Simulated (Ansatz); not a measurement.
Consider the formation energy of the neutral V_O in SiO2 (quartz, P3₁21). Reaction: 24 SiO2 (quartz) → cell A + 1/2 O2 (gas).

Cell A: a supercell of 72 sites of SiO2 (quartz, P3₁21) with one empty O site amid 2 Si; spin state with PBE: run without spin, k-point mesh 3×3×2.
```yaml
crystal:
  lattice:
    - [10.04408, 0.00000, 0.00000]
    - [-5.02204, 8.69843, 0.00000]
    - [0.00000, 0.00000, 11.02054]
  atoms:
    - { symbol: Si, position: [0.25616, 0.25897, 0.00001] }
    - { symbol: Si, position: [0.23959, 0.99967, 0.16846] }
    - { symbol: Si, position: [0.99505, 0.24136, 0.33024] }
    - { symbol: O, position: [0.12786, 0.22309, 0.39954] }
    - { symbol: O, position: [0.28852, 0.41698, 0.06612] }
    - { symbol: O, position: [0.07698, 0.38006, 0.23145] }
    - { symbol: O, position: [0.20676, 0.12373, 0.10032] }
    - { symbol: O, position: [0.36283, 0.08546, 0.27760] }
    - { symbol: Si, position: [0.27840, 0.25989, 0.48219] }
    - { symbol: Si, position: [0.24210, 0.99610, 0.66306] }
    - { symbol: Si, position: [0.99579, 0.23866, 0.83247] }
    - { symbol: O, position: [0.11553, 0.20242, 0.90392] }
    - { symbol: O, position: [0.32037, 0.41136, 0.56668] }
    - { symbol: O, position: [0.08701, 0.35896, 0.72267] }
    - { symbol: O, position: [0.22173, 0.11546, 0.57691] }
    - { symbol: O, position: [0.41333, 0.29405, 0.93069] }
    - { symbol: O, position: [0.37648, 0.08681, 0.76317] }
    - { symbol: Si, position: [0.27087, 0.76834, 0.00096] }
    - { symbol: Si, position: [0.23777, 0.50188, 0.16644] }
    - { symbol: Si, position: [0.99897, 0.73726, 0.33274] }
    - { symbol: O, position: [0.12600, 0.70538, 0.39712] }
    - { symbol: O, position: [0.30723, 0.92622, 0.07063] }
    - { symbol: O, position: [0.07888, 0.86498, 0.22566] }
    - { symbol: O, position: [0.20949, 0.63026, 0.10044] }
    - { symbol: O, position: [0.42209, 0.79519, 0.43048] }
    - { symbol: O, position: [0.37477, 0.58057, 0.26724] }
    - { symbol: Si, position: [0.26044, 0.74863, 0.49760] }
    - { symbol: Si, position: [0.24820, 0.48604, 0.66018] }
    - { symbol: Si, position: [0.00747, 0.74832, 0.83536] }
    - { symbol: O, position: [0.14104, 0.72385, 0.89621] }
    - { symbol: O, position: [0.28988, 0.89461, 0.57895] }
    - { symbol: O, position: [0.08117, 0.88535, 0.73420] }
    - { symbol: O, position: [0.20845, 0.60031, 0.58447] }
    - { symbol: O, position: [0.42677, 0.79144, 0.93662] }
    - { symbol: O, position: [0.37191, 0.57578, 0.76820] }
    - { symbol: Si, position: [0.75914, 0.26380, 0.00025] }
    - { symbol: Si, position: [0.74340, 0.99979, 0.16317] }
    - { symbol: Si, position: [0.47033, 0.24819, 0.34990] }
    - { symbol: O, position: [0.59513, 0.22202, 0.42653] }
    - { symbol: O, position: [0.77581, 0.41136, 0.07451] }
    - { symbol: O, position: [0.56575, 0.38220, 0.24712] }
    - { symbol: O, position: [0.71346, 0.12757, 0.09892] }
    - { symbol: O, position: [0.89134, 0.28067, 0.42079] }
    - { symbol: O, position: [0.88222, 0.07972, 0.26176] }
    - { symbol: Si, position: [0.74923, 0.26218, 0.50355] }
    - { symbol: Si, position: [0.73500, 0.99902, 0.66619] }
    - { symbol: Si, position: [0.49995, 0.24295, 0.83199] }
    - { symbol: O, position: [0.62214, 0.20760, 0.90041] }
    - { symbol: O, position: [0.80661, 0.42510, 0.57266] }
    - { symbol: O, position: [0.58798, 0.38055, 0.73332] }
    - { symbol: O, position: [0.70174, 0.12504, 0.60212] }
    - { symbol: O, position: [0.91819, 0.30562, 0.92815] }
    - { symbol: O, position: [0.86345, 0.07893, 0.77258] }
    - { symbol: Si, position: [0.76040, 0.75740, 0.99961] }
    - { symbol: Si, position: [0.72561, 0.49707, 0.17521] }
    - { symbol: Si, position: [0.50359, 0.73941, 0.33126] }
    - { symbol: O, position: [0.62924, 0.70732, 0.39854] }
    - { symbol: O, position: [0.79203, 0.91780, 0.05960] }
    - { symbol: O, position: [0.58583, 0.87440, 0.23010] }
    - { symbol: O, position: [0.70065, 0.62528, 0.10429] }
    - { symbol: O, position: [0.92540, 0.80039, 0.43393] }
    - { symbol: O, position: [0.86404, 0.57778, 0.27439] }
    - { symbol: Si, position: [0.76616, 0.76568, 0.49954] }
    - { symbol: Si, position: [0.74815, 0.50675, 0.66983] }
    - { symbol: Si, position: [0.50124, 0.73433, 0.83150] }
    - { symbol: O, position: [0.63066, 0.70334, 0.89324] }
    - { symbol: O, position: [0.79488, 0.92347, 0.56409] }
    - { symbol: O, position: [0.57665, 0.86635, 0.72728] }
    - { symbol: O, position: [0.71553, 0.63101, 0.60114] }
    - { symbol: O, position: [0.92272, 0.79064, 0.94141] }
    - { symbol: O, position: [0.88256, 0.58854, 0.77119] }
```

Reference: SiO2 (quartz, P3₁21), 72 atoms in the cell, a perfect crystal on lattice vectors that match the other cells', k-point mesh 3×3×2 on the run's own vectors.

Reference: an isolated O2 molecule (triplet) in a box of 11 × 11 × 13 Å.

Plane-wave PAW calculations with Ansatz (a first-principles code), its default PAW set, cutoff 420 eV. The structures are at rest with PBE, within the held lattices; other levels are single points on them. HSE06 runs on coarser k-point meshes, mended by the PBE difference between the two meshes. Neutral cells; Fermi-Dirac smearing of at most 0.05 eV in the solids, energies taken to zero width. The lattices are those relaxed with PBE, so at other levels the solids can be strained, which adds to the spread. Larger cells are relaxed from a start prepared with the learned potential CHGNet, on a coarser mesh till forces fall under 0.03 eV/Å, which some starts already meet. A dispersion term (D3(BJ), or D4 for r2SCAN) was computed beside these levels and is taken off wherever the name lacks it. No zero-point or thermal terms. The structures are the rest points that the relaxations reached, not proven lowest. Values are for these cell sizes. Mesh and cell size may move defect energies by 0.1 eV or more. The value holds for the reservoirs listed; other chemical potentials shift it.

Q: Predict the value from HSE06.

A: 5.63 eV, for 24 SiO2 (quartz) → cell A + 1/2 O2 (gas).

Q: List the value at the remaining levels and say how far they part.

A: 
```json
[
 {"Method": "PBE", "value (eV)": "5.23", "less HSE06": "-0.40"}
]
```

The levels span 0.40 eV, from PBE (5.23) to HSE06 (5.63).
